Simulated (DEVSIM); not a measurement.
Structure: Si p-i-n diode, at 300 K.

| layer (left to right) | material | thickness (μm) | Nd (cm⁻³) | Na (cm⁻³) | τn (s) | τp (s) |
|---|---|---|---|---|---|---|
| 1 | Si | 0.150 | - | 4.7e18 | 7.6e-6 | 7.6e-6 |
| 2 | Si | 17.0 | 3.3e13 | - | 7.6e-6 | 7.6e-6 |
| 3 | Si | 1.70 | 1.1e19 | - | 7.6e-6 | 7.6e-6 |

Left contact: ohmic. Right contact: ohmic. Voltage is applied to the left contact. Recombination: SRH at mid-gap, Auger. Mobility is μmin + (μ − μmin)/(1 + (N/Nref)^α).

This is a model device: material constants are rounded textbook-type values typed into the input, and sizes, dopings and lifetimes were drawn at random. Values at 300 K.

| parameter | Si |
|---|---|
| gap (eV) | 1.124 |
| affinity (eV) | 4.05 |
| permittivity | 11.7 |
| Nc (cm⁻³) | 2.86e19 |
| Nv (cm⁻³) | 3.1e19 |
| μn (cm²/Vs) | 1417 |
| μp (cm²/Vs) | 470 |
| μn,min | 52 |
| μp,min | 45 |
| Nref,n | 9.7e16 |
| Nref,p | 2.2e17 |
| αn | 0.68 |
| αp | 0.72 |
| Cn (cm⁶/s) | 2.8e-31 |
| Cp (cm⁶/s) | 9.9e-32 |

Simulated with DEVSIM: 1D drift-diffusion, Boltzmann statistics, complete ionisation; no tunnelling, impact ionisation, image-force lowering or self-heating.

Tabulate band edges, carrier densities and field at zero bias.

Energies count from the Fermi level of the right contact; mesh points crowd at the junctions.

```tsv
x (μm)	Ec (eV)	Ev (eV)	n (cm⁻³)	p (cm⁻³)	field (V/cm)
0.000	1.075	-0.049	< 1e2	4.7e18	≈ 0
0.03348	1.075	-0.049	< 1e2	4.7e18	≈ 0
0.09183	1.075	-0.049	< 1e2	4.7e18	≈ 0
0.1372	1.075	-0.049	< 1e2	4.7e18	-220
0.1803	0.942	-0.182	4200	2.8e16	-15000
0.2702	0.874	-0.250	60000	1.9e15	-4500
0.5252	0.799	-0.325	1100000	1.1e14	-2300
1.595	0.605	-0.519	2.0e9	5.9e10	-1500
4.027	0.384	-0.740	1.0e13	1.1e7	-360
9.931	0.353	-0.771	3.3e13	3500000	≈ 0
14.45	0.352	-0.772	3.5e13	3300000	-21
16.43	0.325	-0.799	1.0e14	1200000	-500
16.89	0.281	-0.844	5.5e14	210000	-1900
17.07	0.224	-0.900	4.8e15	24000	-6100
17.15	0.098	-1.026	6.4e17	180	-72000
17.18	0.025	-1.099	1.1e19	< 1e2	≈ 0
17.27	0.025	-1.099	1.1e19	< 1e2	≈ 0
17.49	0.025	-1.099	1.1e19	< 1e2	≈ 0
18.29	0.025	-1.099	1.1e19	< 1e2	≈ 0
18.65	0.025	-1.099	1.1e19	< 1e2	≈ 0
18.79	0.025	-1.099	1.1e19	< 1e2	≈ 0
18.85	0.025	-1.099	1.1e19	< 1e2	≈ 0
```
